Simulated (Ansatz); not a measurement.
fcc Ir (1 1 1) on rock-salt PbTe (1 1 1) (film strained to the substrate, started from cuts of the bulks and a machine-learned relaxation; slabs Pb4Te4 and Ir15, which can lie off the formulas)

A periodic stack without vacuum, fcc Ir (1 1 1) on rock-salt PbTe (1 1 1) (film strained to the substrate, started from cuts of the bulks and a machine-learned relaxation; slabs Pb4Te4 and Ir15, which can lie off the formulas): substrate slab Pb4Te4, film Ir15, surface cells [[0, 1], [-1, 0]] and [[1, -2], [1, 1]], film strained by -2.0 and -2.0 %, outermost planes Te/Pb and Ir/Ir as cut, which need not be the usual terminations and can put a slab off its formula.

The start was prepared with a machine-learned potential, and the result is one local minimum, with the in-plane cell held and forces under 0.04 eV/Å; the film can end far from its bulk form.

Method: PBE (plane waves to 420 eV, PAW; Ansatz, a quantum-chemistry and plane-wave program). Spin–orbit coupling is left out; the runs are not spin-polarised. Its k-point mesh 8×8×1, Fermi–Dirac width 0.05 eV.

* **interface area**: 18.7 Å²
* **period**: 27.59 Å
* **heights between the nearest atoms of the two slabs at the two interfaces**: 2.44 and 2.17 Å
* **Ir–Pb contacts across the interfaces within 1.22 times the sum of covalent radii**: 3, mean 2.90 Å
* **Ir–Te contacts across the interfaces within 1.22 times the sum of covalent radii**: 3, mean 2.68 Å

```yaml
crystal:
  lattice:
    - [4.64653, -0.00013, 0.01651]
    - [-2.32338, 4.02351, 0.06537]
    - [-0.09606, -0.50470, 27.58608]
  atoms:
    - { symbol: Pb, position: [0.28278, 0.86487, 0.11227] }
    - { symbol: Pb, position: [0.61612, 0.53185, 0.25520] }
    - { symbol: Pb, position: [0.94926, 0.19842, 0.39704] }
    - { symbol: Pb, position: [0.28233, 0.86431, 0.53906] }
    - { symbol: Te, position: [0.61610, 0.53099, 0.03151] }
    - { symbol: Te, position: [0.94946, 0.19825, 0.17239] }
    - { symbol: Te, position: [0.28276, 0.86515, 0.31465] }
    - { symbol: Te, position: [0.61597, 0.53175, 0.45637] }
    - { symbol: Ir, position: [0.61868, 0.86456, 0.62751] }
    - { symbol: Ir, position: [0.28280, 0.19965, 0.62753] }
    - { symbol: Ir, position: [0.94773, 0.52854, 0.62753] }
    - { symbol: Ir, position: [0.61460, 0.19588, 0.70883] }
    - { symbol: Ir, position: [0.28309, 0.53270, 0.70883] }
    - { symbol: Ir, position: [0.95133, 0.86420, 0.70882] }
    - { symbol: Ir, position: [0.61633, 0.53094, 0.78958] }
    - { symbol: Ir, position: [0.28293, 0.86427, 0.79075] }
    - { symbol: Ir, position: [0.94970, 0.19765, 0.79092] }
    - { symbol: Ir, position: [0.61592, 0.86470, 0.87214] }
    - { symbol: Ir, position: [0.28251, 0.19689, 0.87215] }
    - { symbol: Ir, position: [0.95029, 0.53128, 0.87215] }
    - { symbol: Ir, position: [0.61657, 0.19368, 0.95293] }
    - { symbol: Ir, position: [0.27854, 0.53064, 0.95294] }
    - { symbol: Ir, position: [0.95357, 0.86866, 0.95294] }
```
